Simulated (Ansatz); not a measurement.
Reference: RbTaGeS5 (P-1), PBEsol, rigid bands (plane waves, PAW, scalar-relativistic; Ansatz, a program for electronic structure); geometry: cell and atoms relaxed with PBEsol.

```cif
data_Ge2Rb2S10Ta2
_chemical_formula_sum 'Rb2 Ta2 Ge2 S10'
_space_group_name_H-M_alt 'P-1'
_space_group_IT_number 2
_space_group_name_Hall '-P 1'
_cell_length_a 6.90946
_cell_length_b 7.04129
_cell_length_c 9.14298
_cell_angle_alpha 69.823
_cell_angle_beta 78.460
_cell_angle_gamma 74.252
loop_
_atom_site_label
_atom_site_type_symbol
_atom_site_symmetry_multiplicity
_atom_site_Wyckoff_symbol
_atom_site_fract_x
_atom_site_fract_y
_atom_site_fract_z
_atom_site_occupancy
Rb1 Rb 2 i 0.59109 0.37445 0.30326 1
Ta1 Ta 2 i 0.24222 0.02030 0.00439 1
Ge1 Ge 2 i 0.01965 0.29404 0.62578 1
S1 S 2 i 0.07114 0.74476 0.01419 1
S2 S 2 i 0.43090 0.23207 0.03518 1
S3 S 2 i 0.31178 0.11691 0.71195 1
S4 S 2 i 0.22657 0.87422 0.29358 1
S5 S 2 i 0.06986 0.37961 0.35963 1
```

| Property | Result |
|---|---|
| band gap | 0.75 eV |

### Question
Swap Rb for Cs, keeping the structure type. How do these values move?

### Answer
CsTaGeS5 (P-1): volume per atom 24.9 to 26.1 Å³; band gap stays about the same (0.75 eV to 0.78 eV).

Moves up to 5 % count as about the same. Spin-orbit coupling is left out.

Computed structure with no diffraction record at hand here (it may be known, metastable or hypothetical): CsTaGeS5 (P-1), RbTaGeS5 (P-1). The missing spin-orbit coupling matters most for CsTaGeS5 (P-1), RbTaGeS5 (P-1).
